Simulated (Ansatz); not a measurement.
The starting structures come from a database of crystals and need not be the phases stable at ambient conditions.

 Where the default PAW files enter, the runs use the earlier of Ansatz's two default sets.

Here is the system:

```yaml
crystal:
  lattice:
    - [6.71510, 0.00000, 0.00000]
    - [0.00000, 6.71510, 0.00000]
    - [3.35755, -3.35755, 3.35755]
  atoms:
    - { symbol: Hf, position: [0.12500, 0.25000, 0.00000] }
    - { symbol: Hf, position: [0.25000, 0.37500, 0.50000] }
    - { symbol: Hf, position: [0.37500, 0.75000, 0.00000] }
    - { symbol: Hf, position: [0.75000, 0.12500, 0.50000] }
    - { symbol: Hf, position: [0.87500, 0.87500, 0.75000] }
    - { symbol: Hf, position: [0.62500, 0.62500, 0.25000] }
    - { symbol: N, position: [0.50000, 0.00000, 0.86634] }
    - { symbol: N, position: [0.00000, 0.13366, 0.63366] }
    - { symbol: N, position: [0.13366, 0.86634, 0.86634] }
    - { symbol: N, position: [0.86634, 0.50000, 0.63366] }
    - { symbol: N, position: [0.00000, 0.63366, 0.13366] }
    - { symbol: N, position: [0.50000, 0.00000, 0.36634] }
    - { symbol: N, position: [0.36634, 0.50000, 0.13366] }
    - { symbol: N, position: [0.63366, 0.36634, 0.36634] }
```

Space group of this cell: I-43d. The cell is taken as given; by r2SCAN its mean pressure is -2.1 GPa.

The current runs along the normal of the first two printed vectors, the (001) plane. All runs by Ansatz (a quantum-chemistry and plane-wave program), plane waves and PAW, without spin-orbit coupling; the base is r2SCAN.

| run | mean pressure (GPa) | gap (eV) | mid-gap κ (1/Å) |
|---|---|---|---|
| base | -2.1 | 1.38 | 0.184 |
| all lengths scaled by 0.98 | 17.3 | 1.32 | 0.183 |
| all lengths scaled by 1.02 | -17.0 | 1.41 | 0.184 |
| lda in place of r2scan | -12.9 | ? | ? |
| lengths across the current scaled by 0.98, ions clamped | 10.5 | 1.27 | 0.194 |
| lengths across the current scaled by 1.02, ions clamped | -12.3 | ? | 0.183 |
| lengths along the current scaled by 0.97, ions clamped | 7.4 | ? | ? |
| lengths along the current scaled by 1.03, ions clamped | -9.7 | 1.31 | 0.194 |
| pbesol in place of r2scan | -6.3 | 0.95 | 0.153 |

Question: Complete the blanks.

Answer: 
- lda in place of r2scan, gap (eV): 0.92
- lda in place of r2scan, mid-gap κ (1/Å): 0.152
- lengths across the current scaled by 1.02, ions clamped, gap (eV): 1.30
- lengths along the current scaled by 0.97, ions clamped, gap (eV): 1.17
- lengths along the current scaled by 0.97, ions clamped, mid-gap κ (1/Å): 0.178
